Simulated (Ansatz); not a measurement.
Se (model structure, started from the diamond type, Fd-3m, No. 227, 2 atoms in the cell)

The numbers are results of LDA in Ansatz (plane waves, PAW), not measurements.

Numerical settings: plane-wave cutoff 520 eV, 18×18×18 k mesh, Fermi–Dirac smearing 0.05 eV, scalar-relativistic PAW data made under PBE.

Cell (relaxed at this level):

Se has the cubic space group Fd-3m, origin choice 1 (No. 227), the diamond structure, Pearson symbol cF8. Lattice parameters: a = b = c = 6.169 Å, α = β = γ = 90.00°. Se on 8b has 4 Se at 2.671 Å (tetrahedral). (Neighbours: up to the widest gap in distance over summed covalent radii, below 1.35, at either atom.)
(The calculation used a cell of 2 atoms; values per cell refer to that cell.)

```json
{
 "band_gap": "none",
 "bulk_modulus": "47.1 GPa"
}
```

Note: the bulk modulus is −V dP/dV from two relaxed cells at ±2 % in volume; the relaxation could raise the start's symmetry but not lower it, so the cell can be a saddle point.

Spin–orbit coupling is not included.

Static lattice: no zero-point or thermal effects.

A model structure was made by putting elements into a prototype or built by hand; it is no filed structure, need not be a known phase, and can be a saddle point held by its symmetry.

Ansatz is a program for electronic structure.
